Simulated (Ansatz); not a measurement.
Functionals compared on the (32-51) surface of hcp Zr in its 1x1 cell, outermost plane spacing 0.11 Å in the ideal cut, in Ansatz (plane waves, PAW). The structure was relaxed with PBE; the other rows are single points on it. Cutoff 420 eV (500 eV for r2SCAN).

Model: 34-atom slab, 10.3 Å thick at the start (thin: gaps and levels are the slab's own), 5x4x1 mesh, Fermi-Dirac 0.1 eV, dipole correction, all atoms relaxed; start symmetry kept, larger cells not searched; no spin, no spin-orbit, no U. These notes are the PBE run's.

```json
[
 {"functional": "PBE", "work function of the top face (eV)": "3.28", "rough cost of the single point": "–"},
 {"functional": "LDA", "work function of the top face (eV)": "3.52", "rough cost of the single point": "roughly 9 core-minutes"},
 {"functional": "PBEsol", "work function of the top face (eV)": "3.34", "rough cost of the single point": "roughly 9 core-minutes"},
 {"functional": "RPBE", "work function of the top face (eV)": "3.14", "rough cost of the single point": "roughly 7 core-minutes"},
 {"functional": "r2SCAN", "work function of the top face (eV)": "[?]", "rough cost of the single point": "very roughly 15 core-minutes"}
]
```

Task: Some entries are withheld; supply them.

Result: 
- r2SCAN, work function of the top face (eV): 3.26

Ansatz is an electronic-structure program.
